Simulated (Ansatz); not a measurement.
Start from WC (space group P-6m2, No. 187; a = 2.898 Å, c = 2.828 Å).

The values are results of Kohn–Sham DFT with the PBEsol functional, run in Ansatz (a quantum-chemistry and plane-wave program) with PAW and 420 eV plane waves, scalar-relativistic without spin-orbit coupling, not measurements.

Before the change:

- Lattice parameter a = 289.8 pm
- c/a ratio = 0.976

Modification: cell and atoms relaxed at a pressure of 0.9 GPa.

Question: How does this affect the lattice parameter a?

Answer: The lattice parameter a shrinks by 0.2 pm, from 289.8 pm to 289.6 pm.

Question: What happens to the c/a ratio?

Answer: The c/a ratio is still 0.976.

Load acts through the strain it causes; cell and atoms are relaxed under it. No phonon test of stability was made. All final runs are without spin polarisation.
